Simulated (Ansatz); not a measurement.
Consider the following.

```
CELL_PARAMETERS angstrom
      3.88495     0.00000     0.00000
      0.14573     6.52503     0.00000
      1.74580     2.67826     9.09996
ATOMIC_POSITIONS crystal
  Hg 0.54888 0.30152 0.34236
  Hg 0.07447 0.82319 0.34811
  Hg 0.56068 0.57095 0.64453
  Hg 0.05583 0.04336 0.66353
  Hg 0.89150 0.12015 0.03328
  Hg 0.36524 0.61703 0.97362
  S  0.60684 0.10619 0.84270
  O  0.15507 0.62514 0.79323
  S  0.66413 0.62572 0.16136
  O  0.14399 0.11906 0.20114
  O  0.97366 0.53069 0.49404
  O  0.45970 0.01701 0.50211
```

No spin polarisation.

Computed with PBEsol (Ansatz, a quantum-chemistry and plane-wave program; PAW; 420 eV plane waves; without spin-orbit coupling). Settings: 9×6×4 k-points, 0.05 eV Fermi–Dirac smearing.

### Question
Predict the band gap and gap character.

### Answer
Band gap: 1.31 eV
Gap character (in this cell's own zone, which can be folded): indirect, X → R₂–Γ (88 % along)

Each cell is one ordered arrangement of few atoms, which overstates ordering effects compared with a random alloy. Spin-orbit coupling, missing from the scalar runs, can matter with Hg. Whether these cells are dynamically stable was not tested. The cell was made from HgS by this change: x(O) = 0.667, 12 atoms, P1. No dispersion term is included in the PBEsol runs.
